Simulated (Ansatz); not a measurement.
# Pressure series in Si

Take Si in the diamond structure (space group Fd-3m, No. 227; a = 5.444 Å) as the base.

Cell and atoms are relaxed at each pressure.

All numbers come from r2SCAN (Ansatz, a first-principles code; PAW; 500 eV plane waves; no SOC), earlier PAW set.

```tsv
case	width of the top valence band	shortest interatomic distance
base	4.00 eV	2.357 Å
pressure −2 GPa	3.91 eV	2.374 Å
pressure −1 GPa	3.96 eV	2.366 Å
pressure 3 GPa	4.13 eV	2.335 Å
pressure 7 GPa	4.29 eV	2.308 Å
pressure 15 GPa	4.56 eV	2.264 Å
pressure 30 GPa	4.99 eV	2.203 Å
pressure 50 GPa	5.45 eV	2.142 Å
pressure 75 GPa	–	2.084 Å
pressure 100 GPa	–	2.038 Å
```

The mesh was chosen for an insulator and is coarse for the gapless case. The levels and masses belong to the bands next to the band gap. Load acts through the strain it causes; cell and atoms are relaxed under it. No phonon test of stability was made. Measured, Si leaves this structure (for the β-tin structure) near 12 GPa (room temperature; as listed in arXiv:1906.07825).
